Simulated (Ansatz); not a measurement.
## Hypothetical rutile SnSe2: pressure series

Consider SnSe₂ in the rutile structure (space group P4_2/mnm, No. 136; a = 6.415 Å, c = 3.995 Å; a hypothetical phase, not in the database extracts checked).

Cell and atoms are relaxed at each pressure.

All numbers come from plane-wave PAW DFT at the PBEsol level (Ansatz, an electronic-structure program, 420 eV), no spin-orbit coupling.

```
variant            lattice parameter a  c/a ratio
-----------------  -------------------  ---------
base                           6.415 Å      0.623
pressure −2 GPa                6.571 Å      0.608
pressure −1 GPa                6.482 Å      0.617
pressure 0.9 GPa               6.365 Å      0.627
pressure 2.1 GPa               6.307 Å      0.631
pressure 4.5 GPa               6.210 Å      0.639
pressure 9 GPa                 6.076 Å      0.647
pressure 15 GPa                    ___        ___
pressure 22.5 GPa              5.793 Å      0.668
pressure 30 GPa                5.664 Å      0.684
```

Question: Fill in the withheld entries from the trend.

Answer: 
- pressure 15 GPa, lattice parameter a: 5.935 Å
- pressure 15 GPa, c/a ratio: 0.657

Load acts through the strain it causes; cell and atoms are relaxed under it. Stability against distortions was not tested. Competing high-pressure phases were not computed. All final runs are without spin polarisation.
